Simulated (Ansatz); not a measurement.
A relaxation of the atoms of LuNi4Sn (R3m, 6 atoms in the cell) with Ansatz (a quantum-chemistry and plane-wave program).

Method: LDA (PW92), default PAW files made with PBE (plane waves; Ansatz).

The change in words: one atom moved by 0.15 angstrom; relax: default → atoms; relax.f_tol: default → 0.2 eV/Å. Reference geometry:
```yaml
crystal:
  lattice:
    - [0.00000, 3.51295, 3.51295]
    - [3.51295, 0.00000, 3.51295]
    - [3.51295, 3.51295, 0.00000]
  atoms:
    - { symbol: Lu, position: [0.00000, 0.00000, 0.00000] }
    - { symbol: Ni, position: [0.62479, 0.62479, 0.62479] }
    - { symbol: Ni, position: [0.12563, 0.62479, 0.62479] }
    - { symbol: Ni, position: [0.62479, 0.62479, 0.12563] }
    - { symbol: Ni, position: [0.62479, 0.12563, 0.62479] }
    - { symbol: Sn, position: [0.25000, 0.25000, 0.25000] }
```

Reference input (self-consistent single point, DFT, LDA (PW92), plane waves, default PAW files made with PBE): basis.ecutwfc = 420 eV; kpoints.mp_grid.grid = 8 8 8; hamiltonian.xc = lda; hamiltonian.pseudopotentials = {kind: paw} (the program's default PAW files); scf.occupations.method = gaussian; scf.occupations.width = 0.1 eV. This run's input differs from it in these lines:

```diff
@@ -7,3 +7,3 @@
   atoms:
-    - { symbol: Lu, position: [0.000000, 0.000000, 0.000000] }
+    - { symbol: Lu, position: [0.012326, 0.012326, 0.012326] }
     - { symbol: Ni, position: [0.624790, 0.624790, 0.624790] }
@@ -22,2 +22,4 @@
   occupations: { method: gaussian, width: 0.1 }
+relax:
+  f_tol: 0.2
 output:
```

Output, abridged:

```
   [... SCF lines of the steps left out ...]
relax step   1: F+E_penalty+E_count = -43468.34583509 eV  Δ(F+E_penalty+E_count) = +0.000e0 eV  max|allowed force component| = 6.048e-1 eV/Å  Δτ_max = 0.0000 Å  (7 SCF iters, dr2 threshold 1.00e-4 eV, accepted)
relax step   2: F+E_penalty+E_count = -43468.37263937 eV  Δ(F+E_penalty+E_count) = -2.680e-2 eV  max|allowed force component| = 3.629e-1 eV/Å  Δτ_max = 0.1948 Å  (10 SCF iters, accepted)
relax step   3: F+E_penalty+E_count = -43468.42072744 eV  Δ(F+E_penalty+E_count) = -4.809e-2 eV  max|allowed force component| = 1.436e-2 eV/Å  Δτ_max = 0.0874 Å  (10 SCF iters, accepted)
the relaxation is at rest under the 6 symmetry operations that the run kept from its start: a minimum is not shown …
Free energy (F): -43468.420727 eV
Internal energy: -43468.397580 eV  (E = F + TS)
E sigma→0 (E₀):  -43468.409154 eV
Entropy (-TS):   -0.023147 eV (-3.858 meV/atom)
Fermi energy:    16.994208 eV
--- Forces (eV/Å), atoms counted from 1 ---
  atom   1  Lu    -0.00043210    -0.00043210    -0.00043210
  atom   2  Ni     0.01102805     0.01102805     0.01102805
  atom   3  Ni    -0.01436210     0.00261190     0.00261190
  atom   4  Ni     0.00261190     0.00261190    -0.01436210
  atom   5  Ni     0.00261190    -0.01436210     0.00261190
   [... lines left out ...]
    - { symbol: Ni, position: [0.1271999021768766, 0.627036079995719, 0.6270360799957189] }
    - { symbol: Ni, position: [0.627036079995719, 0.627036079995719, 0.1271999021768766] }
    - { symbol: Ni, position: [0.627036079995719, 0.1271999021768766, 0.6270360799957189] }
    - { symbol: Sn, position: [0.25227138774113345, 0.25227138774113345, 0.25227138774113345] }
```

The run converged. 

Summary of the result:
| Item | Value |
|---|---|
| Free energy E − TS (on the zero of these files) | -43468.4207 eV |
| Fermi level (on the code's own zero) | 16.99 eV |
| Pressure | -12.85 GPa |
| Largest force (vector length) | 0.019 eV/Å |
| Relaxation steps | 3 |

The starting cell comes from a database of computed structures (which also holds hypothetical and non-ambient phases and stackings), without a prior relaxation at this level. Its lattice was rescaled by up to half a per cent. For this run, on top of that: one atom moved by 0.15 angstrom. Spin polarisation is off. The relaxation keeps the symmetry of its start, so its end need not be a minimum. Ansatz's pressure includes its estimate of the finite-basis (Pulay) stress.

Cost on one core of a shared machine: roughly 3 min.

Keys are those of Ansatz 0.2.
